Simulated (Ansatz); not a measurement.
The parent structure is BaZrO3 in the cubic perovskite structure (space group Pm-3m, No. 221; a = 4.181 Å).

All numbers come from plane-wave PAW DFT at the PBEsol level (Ansatz, an electronic-structure program, 420 eV), no spin-orbit coupling.

Base values:

- Pressure = -0.01 GPa

It is then changed as follows: an isotropic linear strain of +2.40 %; the atoms relax in the strained cell.

Task: What happens to the energy relative to the base?

Result: The energy rises by 35 meV/atom.

Task: How does this affect the pressure?

Result: The pressure drops by 9.90 GPa (-0.01 GPa → -9.91 GPa).

No phonon test of stability was made.
